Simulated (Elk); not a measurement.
## A self-consistent single point of CuCl (F-43m, 2 atoms in the cell) with Elk

Computed with PBE, all-electron FP-LAPW, Elk's shipped species files, default APW+lo basis in Elk 10.2.4.

Input:

```
tasks
  0

xctype
  20

rmtscf
  0.9

swidth
  0.00183747

maxscl
  100

scale
  1.889726125

avec
    0.0000000000    2.7050000000    2.7050000000
    2.7050000000    0.0000000000    2.7050000000
    2.7050000000    2.7050000000    0.0000000000

atoms
  2
  'Cu.in'
  1
  0.0000000000  0.0000000000  0.0000000000    0.0 0.0 0.0
  'Cl.in'
  1
  0.2500000000  0.2500000000  0.2500000000    0.0 0.0 0.0

ngridk
  9 9 9
```

Output (repeated stretches shortened):

```
│ Elk code version 10.2.4 │

All units are atomic (Hartree, Bohr, etc.)

│ Ground-state run starting from atomic densities │

Lattice vectors :
   0.000000000       5.111709168       5.111709168
   5.111709168       0.000000000       5.111709168
   5.111709168       5.111709168       0.000000000

Unit cell volume      :    267.1335314
Brillouin zone volume :   0.9285626262

Muffin-tin inner radius fraction :   0.1000000000E-01

Nuclei treated as point charges

Species :    1 (Cu)
 parameters loaded from : Cu.in
 name : copper
 nuclear charge    :   -29.00000000
 electronic charge :    29.00000000
 atomic mass :    115837.2717
 muffin-tin radius :    2.160000000
 number of radial points in muffin-tin :    497
 atomic positions (lattice), magnetic fields (Cartesian) :
   1 :   0.00000000  0.00000000  0.00000000    0.00000000  0.00000000  0.00000000

Species :    2 (Cl)
 parameters loaded from : Cl.in
 name : chlorine
 nuclear charge    :   -17.00000000
 electronic charge :    17.00000000
 atomic mass :    64626.86545
 muffin-tin radius :    1.980000000
 number of radial points in muffin-tin :    397
 atomic positions (lattice), magnetic fields (Cartesian) :
   1 :   0.25000000  0.25000000  0.25000000    0.00000000  0.00000000  0.00000000

Total number of atoms per unit cell :    2

Spin treatment :
 spin-unpolarised

Number of Bravais lattice symmetries :   48
Number of crystal symmetries         :   24
Crystal has no inversion symmetry
Complex Hermitian eigensolver will be used

k-point grid :      9     9     9
k-point offset :    0.000000000       0.000000000       0.000000000
k-point set is reduced with full crystal symmetry group
Total number of k-points :       55

Muffin-tin radius times maximum |G+k| :    7.000000000
 using average radius
Maximum |G+k| for APW functions       :    3.381642512
Maximum (1/2)|G+k|²                   :    5.717753040
Maximum |G| for potential and density :    12.00000000
 potential will be trimmed for |G| > 2 gkmax
Constant for pseudocharge density :    6
Radial integration step length :    4

G-vector grid sizes :     28    28    28
Number of G-vectors :     7799

Maximum angular momentum used for
 APW functions                      :    8
 outer part of muffin-tin           :    6
 inner part of muffin-tin           :    1

Total nuclear charge    :   -46.00000000
Total core charge       :    22.00000000
Total valence charge    :    24.00000000
Total excess charge     :    0.000000000
Total electronic charge :    46.00000000

Effective Wigner radius, rₛ :    1.115049091

Number of empty states         :    8
Total number of valence states :   20
Total number of core states    :   22

Total number of local-orbitals :   22

Exchange-correlation functional :     20     0     0
 Perdew-Burke-Ernzerhof, Phys. Rev. Lett. 77, 3865 (1996)
 gradient requirement :    1
 generalised gradient approximation (GGA)

Smearing type :    3
 Fermi-Dirac
Smearing width :   0.1837470000E-02
Effective electronic temperature (K) :    580.2271348

Mixing type :    3
 Broyden mixing, J. Phys. A: Math. Gen. 17, L317 (1984)

Kohn-Sham potential initialised from atomic data
│ Self-consistent loop started │
│ Loop number : 1 │
 total energy                :     -2112.82009915
│ Loop number : 2 │
 total energy                :     -2112.90430554
RMS change in Kohn-Sham potential (target) :   0.3957290854     (  0.1000000000E-05)
Absolute change in total energy (target)   :   0.8420638826E-01 (  0.1000000000E-03)
│ Loop number : 3 │
 total energy                :     -2118.39539631
RMS change in Kohn-Sham potential (target) :   0.3131789750     (  0.1000000000E-05)
Absolute change in total energy (target)   :    5.512142368     (  0.1000000000E-03)
│ Loop number : 4 │
 total energy                :     -2118.82045907
RMS change in Kohn-Sham potential (target) :   0.3095530863     (  0.1000000000E-05)
Absolute change in total energy (target)   :    1.803098353     (  0.1000000000E-03)
│ Loop number : 5 │
 total energy                :     -2118.59915063
RMS change in Kohn-Sham potential (target) :   0.3094296277     (  0.1000000000E-05)
Absolute change in total energy (target)   :   0.2294661476     (  0.1000000000E-03)
   [... lines left out ...]
Absolute change in total energy (target)   :   0.1378939546E-02 (  0.1000000000E-03)
│ Loop number : 17 │
 total energy                :     -2116.66611722
RMS change in Kohn-Sham potential (target) :   0.1176174062E-04 (  0.1000000000E-05)
Absolute change in total energy (target)   :   0.8183864093E-03 (  0.1000000000E-03)
│ Loop number : 18 │
 total energy                :     -2116.66595502
RMS change in Kohn-Sham potential (target) :   0.6362703486E-05 (  0.1000000000E-05)
Absolute change in total energy (target)   :   0.4240443923E-04 (  0.1000000000E-03)
│ Loop number : 19 │
 total energy                :     -2116.66581721
RMS change in Kohn-Sham potential (target) :   0.1430206884E-05 (  0.1000000000E-05)
Absolute change in total energy (target)   :   0.1272125892E-03 (  0.1000000000E-03)
│ Loop number : 20 │
 total energy                :     -2116.66578414
RMS change in Kohn-Sham potential (target) :   0.1532075417E-06 (  0.1000000000E-05)
Absolute change in total energy (target)   :   0.6486947723E-04 (  0.1000000000E-03)
Convergence targets achieved

│ Loop number : 21 │

Energies :
 Fermi                       :     0.147512766434
 sum of eigenvalues          :     -1210.55277821
 electron kinetic            :      2146.96549989
 core electron kinetic       :      1943.39367500
 Coulomb                     :     -4167.66026234
 Coulomb potential           :     -3233.07817410
 nuclear-nuclear             :     -251.871176298
 electron-nuclear            :     -4598.49999798
 Hartree                     :      682.710911939
 Madelung                    :     -2551.12117529
 xc potential                :     -124.440103996
 exchange                    :     -93.9394507066
 correlation                 :     -2.03157086254
 electron entropic           :    -0.125512294276E-05
 total energy                :     -2116.66578528

Density of states at Fermi energy :   0.5346891483E-01
 (states/Hartree/unit cell)

Estimated indirect band gap :   0.1915658302E-01
 from k-point      1 to k-point      1
Estimated direct band gap   :   0.1915658302E-01
 at k-point      1

Charges :
 core                        :    22.00000000
 valence                     :    24.00000000
 interstitial                :    3.315953774
 muffin-tins (core leakage)
  species :    1 (Cu)
   atom    1                 :    27.69026951     (  0.6341092760E-03)
  species :    2 (Cl)
   atom    1                 :    14.99377672     (  0.7787571444E-04)
 total in muffin-tins        :    42.68404623
 total calculated charge     :    45.99139662
 total charge                :    46.00000000
 error                       :   0.8603375089E-02

│ Self-consistent loop stopped │
```

The run converged in 21 iterations. The count includes the last loop, which Elk runs after its targets are met.

The starting cell has typed, rounded lattice constants, without a prior relaxation at this level. Values depend on the basis (sphere radii, cutoffs, local orbitals), which need not be converged.
